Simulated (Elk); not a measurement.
# A self-consistent single point of MgCdS2 (P4/mmm, 4 atoms in the cell) with Elk

Method of the run: Elk 10.2.4 with PBEsol, all-electron FP-LAPW, Elk's shipped species files, APW+lo basis with extra local orbitals.

Input as run:

```
tasks
  0

xctype
  22

tforce
  .true.

rgkmax
  7.5

gmaxvr
  18.0

lmaxapw
  10

lmaxo
  8

nxlo
  2

lorbcnd
  .true.

lradstp
  2

nrmtscf
  2.0

lmaxi
  4

stype
  0

swidth
  0.0001

maxscl
  100

scale
  1.889726125

avec
    3.8076800000    0.0000000000    0.0000000000
    0.0000000000    3.8076800000    0.0000000000
    0.0000000000    0.0000000000    5.3857000000

atoms
  3
  'Mg.in'
  1
  0.5000000000  0.5000000000  0.5000000000    0.0 0.0 0.0
  'Cd.in'
  1
  0.0000000000  0.0000000000  0.0000000000    0.0 0.0 0.0
  'S.in'
  2
  0.0000000000  0.0000000000  0.5000000000    0.0 0.0 0.0
  0.5000000000  0.5000000000  0.0000000000    0.0 0.0 0.0

ngridk
  5 5 3
```

Log, with long lists cut:

```
│ Elk code version 10.2.4 │

All units are atomic (Hartree, Bohr, etc.)

│ Ground-state run starting from atomic densities │

Lattice vectors :
   7.195472372       0.000000000       0.000000000
   0.000000000       7.195472372       0.000000000
   0.000000000       0.000000000       10.17749799

Unit cell volume      :    526.9381535
Brillouin zone volume :   0.4707387609

Muffin-tin inner radius fraction :   0.1000000000E-01

Nuclei treated as point charges

Species :    1 (Mg)
 parameters loaded from : Mg.in
 name : magnesium
 nuclear charge    :   -12.00000000
 electronic charge :    12.00000000
 atomic mass :    44305.30462
 muffin-tin radius :    2.200000000
 number of radial points in muffin-tin :    799
 atomic positions (lattice), magnetic fields (Cartesian) :
   1 :   0.00000000  0.00000000  0.00000000    0.00000000  0.00000000  0.00000000

Species :    2 (Cd)
 parameters loaded from : Cd.in
 name : cadmium
 nuclear charge    :   -48.00000000
 electronic charge :    48.00000000
 atomic mass :    204912.7175
 muffin-tin radius :    2.600000000
 number of radial points in muffin-tin :   1199
 atomic positions (lattice), magnetic fields (Cartesian) :
   1 :   0.50000000  0.50000000  0.50000000    0.00000000  0.00000000  0.00000000

Species :    3 (S)
 parameters loaded from : S.in
 name : sulphur
 nuclear charge    :   -16.00000000
 electronic charge :    16.00000000
 atomic mass :    58450.91926
 muffin-tin radius :    2.200000000
 number of radial points in muffin-tin :    799
 atomic positions (lattice), magnetic fields (Cartesian) :
   1 :   0.50000000  0.50000000  0.00000000    0.00000000  0.00000000  0.00000000
   2 :   0.00000000  0.00000000  0.50000000    0.00000000  0.00000000  0.00000000

Total number of atoms per unit cell :    4

Spin treatment :
 spin-unpolarised

Number of Bravais lattice symmetries :   16
Number of crystal symmetries         :   16
Crystal has inversion symmetry
   [... lines left out ...]
Maximum |G| for potential and density :    18.00000000
 potential will be trimmed for |G| > 2 gkmax
Constant for pseudocharge density :   12
Radial integration step length :    2

G-vector grid sizes :     42    42    60
Number of G-vectors :    51851

Maximum angular momentum used for
 APW functions                      :   10
 outer part of muffin-tin           :    8
 inner part of muffin-tin           :    4

Total nuclear charge    :   -92.00000000
Total core charge       :    52.00000000
Total valence charge    :    40.00000000
Total excess charge     :    0.000000000
Total electronic charge :    92.00000000

Effective Wigner radius, rₛ :    1.109926966

Number of empty states         :   16
Total number of valence states :   36
Total number of core states    :   52

Conduction state local-orbitals added automatically
Total number of local-orbitals :  411

Exchange-correlation functional :     22     0     0
 PBEsol, Phys. Rev. Lett. 100, 136406 (2008)
 gradient requirement :    1
 generalised gradient approximation (GGA)

Smearing type :    0
 Gaussian
Smearing width :   0.1000000000E-03
Effective electronic temperature (K) :    31.57750248

Mixing type :    3
 Broyden mixing, J. Phys. A: Math. Gen. 17, L317 (1984)

Kohn-Sham potential initialised from atomic data
│ Self-consistent loop started │
│ Loop number : 1 │
 total energy                :     -6595.33625118
│ Loop number : 2 │
 total energy                :     -6595.41454691
RMS change in Kohn-Sham potential (target) :   0.3652762764     (  0.1000000000E-05)
Absolute change in total energy (target)   :   0.7829573644E-01 (  0.1000000000E-03)
│ Loop number : 3 │
 total energy                :     -6594.65835683
RMS change in Kohn-Sham potential (target) :   0.3310812346     (  0.1000000000E-05)
Absolute change in total energy (target)   :   0.7366161459     (  0.1000000000E-03)
│ Loop number : 4 │
 total energy                :     -6592.27401915
RMS change in Kohn-Sham potential (target) :   0.1625121160     (  0.1000000000E-05)
Absolute change in total energy (target)   :    2.568491716     (  0.1000000000E-03)
│ Loop number : 5 │
 total energy                :     -6591.12657062
RMS change in Kohn-Sham potential (target) :   0.6122447246E-01 (  0.1000000000E-05)
Absolute change in total energy (target)   :    1.789571462     (  0.1000000000E-03)
   [... lines left out ...]
Absolute change in total energy (target)   :   0.4760788589E-02 (  0.1000000000E-03)
│ Loop number : 11 │
 total energy                :     -6590.64772365
RMS change in Kohn-Sham potential (target) :   0.9022830858E-05 (  0.1000000000E-05)
Absolute change in total energy (target)   :   0.1867819790E-02 (  0.1000000000E-03)
│ Loop number : 12 │
 total energy                :     -6590.64766914
RMS change in Kohn-Sham potential (target) :   0.1406398916E-05 (  0.1000000000E-05)
Absolute change in total energy (target)   :   0.5214619532E-03 (  0.1000000000E-03)
│ Loop number : 13 │
 total energy                :     -6590.64764786
RMS change in Kohn-Sham potential (target) :   0.7242261691E-06 (  0.1000000000E-05)
Absolute change in total energy (target)   :   0.1516479997E-03 (  0.1000000000E-03)
│ Loop number : 14 │
 total energy                :     -6590.64760477
RMS change in Kohn-Sham potential (target) :   0.2788456111E-06 (  0.1000000000E-05)
Absolute change in total energy (target)   :   0.8100497507E-04 (  0.1000000000E-03)
Convergence targets achieved

│ Loop number : 15 │

Energies :
 Fermi                       :     0.169935016362
 sum of eigenvalues          :     -3907.60492501
 electron kinetic            :      6864.33661113
 core electron kinetic       :      6586.20749506
 Coulomb                     :     -13236.7606654
 Coulomb potential           :     -10485.7393068
 nuclear-nuclear             :     -590.585986739
 electron-nuclear            :     -14806.6100506
 Hartree                     :      2160.43537189
 Madelung                    :     -7993.89101202
 xc potential                :     -286.202229365
 exchange                    :     -213.334983498
 correlation                 :     -4.88855032783
 total energy                :     -6590.64758810

Density of states at Fermi energy :   0.8723537408E-05
 (states/Hartree/unit cell)

Estimated indirect band gap :   0.2640501094E-01
 from k-point      3 to k-point      1
Estimated direct band gap   :   0.4655371791E-01
 at k-point      1

Charges :
 core                        :    52.00000000
 valence                     :    40.00000000
 interstitial                :    5.957995180
 muffin-tins (core leakage)
  species :    1 (Mg)
   atom    1                 :    10.38643581     (  0.2220446049E-15)
  species :    2 (Cd)
   atom    1                 :    46.58469463     (  0.2466466123E-03)
  species :    3 (S)
   atom    1                 :    14.53995658     (  0.7135513479E-04)
   atom    2                 :    14.53091781     (  0.7126558634E-04)
 total in muffin-tins        :    86.04200482
 total calculated charge     :    91.99964038
 total charge                :    92.00000000
 error                       :   0.3596177105E-03

│ Self-consistent loop stopped │

Forces :
 species :    1 (Mg)
  atom :    1
   Hellmann-Feynman          :    -0.00000000    0.00000000    0.00000000
   IBS                       :     0.00000000    0.00000000    0.00000000
   total force               :     0.00000000    0.00000000    0.00000000
   total magnitude           :     0.00000000
 species :    2 (Cd)
  atom :    1
   Hellmann-Feynman          :     0.00000000    0.00000000    0.00000000
   IBS                       :     0.00000000    0.00000000    0.00000000
   total force               :     0.00000000    0.00000000    0.00000000
   total magnitude           :     0.00000000
 species :    3 (S)
  atom :    1
   Hellmann-Feynman          :    -0.00000000    0.00000000    0.00000000
   IBS                       :     0.00000000    0.00000000    0.00000000
   total force               :     0.00000000    0.00000000    0.00000000
   total magnitude           :     0.00000000
  atom :    2
   Hellmann-Feynman          :    -0.00000000    0.00000000    0.00000000
   IBS                       :     0.00000000    0.00000000    0.00000000
   total force               :     0.00000000    0.00000000    0.00000000
   total magnitude           :     0.00000000
```

The run converged in 15 iterations. The count includes the last loop, which Elk runs after its targets are met.

The starting cell comes from a database of computed structures (which also holds hypothetical and non-ambient phases and stackings), without a prior relaxation at this level. Values depend on the basis (sphere radii, cutoffs, local orbitals), which need not be converged.
